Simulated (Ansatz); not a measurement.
The parent structure is AlAs in the wurtzite structure (space group P6_3mc, No. 186; a = 4.0033 Å, c = 6.5805 Å; a model cell, its experimental status unchecked).

Perturbation: a hydrostatic pressure of 18 GPa.

Levels (all Ansatz, a first-principles code, PAW, earlier PAW set): PBEsol (420 eV, spin-orbit coupling left out); PBEsol+SOC (420 eV, spin-orbit coupling included).

The geometry is relaxed with PBEsol.

- PBEsol lowest conduction level above the VBM at special points: M 1.52 eV; K 1.58 eV; L 1.91 eV; Γ 2.33 eV
- PBEsol valence-band top at Γ: 0.00, 0.00, -0.22 eV
- PBEsol width of the top valence band: 3.13 eV

Task: How does going to PBEsol+SOC change the lowest conduction level above the VBM at special points, valence-band top at Γ and width of the top valence band?

Result: The lowest conduction level above the VBM at special points goes from M 1.52 eV; K 1.58 eV; L 1.91 eV; Γ 2.33 eV to M 1.41 eV; K 1.47 eV; L 1.80 eV; Γ 2.22 eV; the valence-band top at Γ (three highest Kramers pairs, from the VBM) changes from 0.00, 0.00, -0.22 eV to 0.00, -0.12, -0.45 eV; the width of the top valence band goes up by 0.046 eV to 3.17 eV.

Single points use the geometry relaxed with PBEsol. Differences between runs with and without spin-orbit coupling are approximate. The levels and masses belong to the bands next to the band gap. Load acts through the strain it causes; cell and atoms are relaxed under it. Stability against distortions was not tested. Competing high-pressure phases were not computed. This is not the structure that AlAs has at room temperature and ambient pressure.
